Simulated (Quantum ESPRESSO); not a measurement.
**Several settings converged on NbZn3 (P4mm, 4 atoms in the cell)**

```
NbZn3
1.0
    3.89825     0.00000     0.00000
    0.00000     3.89825     0.00000
    0.00000     0.00000     3.89825
Nb Zn
1 3
Direct
  0.00000   0.00000   0.01283
  0.50000   0.00000   0.50000
  0.00000   0.50000   0.50000
  0.50000   0.50000   0.00000
```

Base method: LDA (PZ), PSlibrary ultrasoft (LDA) pseudopotentials (plane waves; Quantum ESPRESSO 7.5).

Base settings: ecutwfc = 55 Ry; ecutrho = 330 Ry; occupations = smearing; smearing = gauss; degauss = 0.0073499 Ry; potentials = {Nb: Nb.pz-spn-rrkjus_psl.1.0.0.UPF, Zn: Zn.pz-dn-rrkjus_psl.1.0.0.UPF}; K_POINTS = automatic 4 4 4 0 0 0; conv_thr = 1e-10 Ry.

The count of work is k-points × plane waves × bands × iterations; it is no time. 

**The k-point mesh**

Only quantities that move along the ladder and can be compared are tabulated.

```tsv
K_POINTS	free energy less the last step's (meV/atom)	pressure (GPa)	largest difference of a force vector from the last step's (eV/Å)	count of work / last
automatic 2 2 2 0 0 0	13.05	-8.31	0.009	0.053
automatic 3 3 3 0 0 0	24.91	-7.85	0.011	0.057
automatic 4 4 4 0 0 0	2.00	-8.02	0.003	0.16
automatic 5 5 5 0 0 0	8.20	-7.88	0.006	0.14
automatic 7 7 7 0 0 0	0.44	-7.99	0.005	0.32
automatic 9 9 9 0 0 0	-1.47	-8.03	0.002	0.59
automatic 11 11 11 0 0 0	0.00	-7.98	0.000	1.0
```

Coarsest K_POINTS that holds the pressure within 0.2 GPa of the last step, with all finer ones: automatic 3 3 3 0 0 0, at 0.057 of the last step's count of work; the step before is off by 0.32 GPa.

Coarsest K_POINTS that holds the free energy within 5 meV/atom of the last step, with all finer ones: automatic 7 7 7 0 0 0, at 0.32 of the last step's count of work; the step before is off by 8.2 meV/atom.

Coarsest K_POINTS that holds the forces within 0.01 eV/Å of the last step, with all finer ones: automatic 4 4 4 0 0 0, at 0.16 of the last step's count of work; the step before is off by 0.011 eV/Å.

**The k-point mesh at a smearing width of 0.05 eV**

In this ladder: degauss = 0.0036749 Ry.

Only quantities that move along the ladder and can be compared are tabulated.

| K_POINTS | free energy less the last step's (meV/atom) | pressure (GPa) | largest difference of a force vector from the last step's (eV/Å) | count of work / last |
|---|---|---|---|---|
| automatic 3 3 3 0 0 0 | 27.21 | -7.85 | 0.012 | 0.025 |
| automatic 5 5 5 0 0 0 | 10.47 | -7.89 | 0.007 | 0.068 |
| automatic 8 8 8 0 0 0 | 0.79 | -7.94 | 0.001 | 0.26 |
| automatic 11 11 11 0 0 0 | 0.17 | -7.99 | 0.001 | 0.43 |
| automatic 14 14 14 0 0 0 | 0.00 | -7.99 | 0.000 | 1.0 |

Coarsest K_POINTS that holds the free energy within 5 meV/atom of the last step, with all finer ones: automatic 8 8 8 0 0 0, at 0.26 of the last step's count of work; the step before is off by 10 meV/atom.

Coarsest K_POINTS that holds the forces within 0.005 eV/Å of the last step, with all finer ones: automatic 8 8 8 0 0 0, at 0.26 of the last step's count of work; the step before is off by 0.007 eV/Å.

**The SCF threshold**

The mesh stays at the base's, so the ladder's end is converged at best in this setting alone.

Only quantities that move along the ladder and can be compared are tabulated.

```tsv
conv_thr	free energy less the last step's (meV/atom)	largest difference of a force vector from the last step's (eV/Å)	count of work / last
0.0073 Ry	1.67	0.197	0.29
7.3e-05 Ry	0.10	0.079	0.36
7.3e-07 Ry	0.00	0.006	0.50
1e-10 Ry	0.00	0.000	0.79
7.3e-14 Ry	0.00	0.000	1.0
```

Coarsest conv_thr that holds the free energy within 0.5 meV/atom of the last step, with all finer ones: 7.3e-05 Ry, at 0.36 of the last step's count of work; the step before is off by 1.7 meV/atom.

Coarsest conv_thr that holds the forces within 0.01 eV/Å of the last step, with all finer ones: 7.3e-07 Ry; the step before is off by 0.079 eV/Å.

On the base run: the starting cell comes from a database of computed structures (which also holds hypothetical and non-ambient phases and stackings), without a prior relaxation at this level. Its lattice was rescaled by up to half a per cent. One atom was moved a little off its site on purpose. Spin polarisation is off. In the base run, with a pressure of about -8 GPa the cell is away from its equilibrium volume at this level. Without a gap this mesh is coarse (it stands for a supercell whose shortest vector is 16 Å).
